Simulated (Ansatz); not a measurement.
# Al in the fcc (Cu type) structure (space group Fm-3m, No. 225)

```cif
data_Al
_chemical_formula_sum 'Al1'
_space_group_name_H-M_alt 'P 1'
_space_group_IT_number 1
_cell_length_a 2.81627
_cell_length_b 2.81627
_cell_length_c 2.81627
_cell_angle_alpha 60.000
_cell_angle_beta 60.000
_cell_angle_gamma 60.000
loop_
_space_group_symop_operation_xyz
  'x, y, z'
loop_
_atom_site_label
_atom_site_type_symbol
_atom_site_fract_x
_atom_site_fract_y
_atom_site_fract_z
_atom_site_occupancy
Al1 Al 0.00000 0.00000 0.00000 1
```

Computed with LDA, PAW, 420 eV (Ansatz, an electronic-structure program; spin-orbit coupling left out). k-mesh 20×20×20 (Γ-centred); smearing 0.05 eV (Fermi–Dirac).

The volume per atom is 15.79 Å³, the density is 2.84 g/cm³ and the band gap is zero. The total energy comes out as -512.877 eV/atom (σ→0; compares only within this code and set-up).

Stability against distortions was not tested.
